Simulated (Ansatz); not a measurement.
```
CELL_PARAMETERS angstrom
      3.97579     0.00000     0.00000
      0.00000     3.97579     0.00000
      0.00000     0.00000     3.97579
ATOMIC_POSITIONS crystal
  K  0.00000 0.00000 0.00000
  Br 0.50000 0.50000 0.50000
```

No spin polarisation.

All numbers come from r2SCAN (Ansatz, an electronic-structure program, PAW, no SOC). k-mesh 8×8×8 (Γ-centred); smearing 0.05 eV (Fermi–Dirac).

Q: Predict the electron mass, smallest direct gap and gap character.

A: 
- Electron mass = 0.34 mₑ (at Γ)
- Smallest direct gap = 5.05 eV
- Gap character = indirect, M → Γ

Effective masses come from finite differences of ±0.01 Å⁻¹. Stability against distortions was not tested. The cell was made from KI by this change: I → Br; the result is a model cell, its experimental status unchecked. This is not the structure that KBr has at room temperature and ambient pressure.
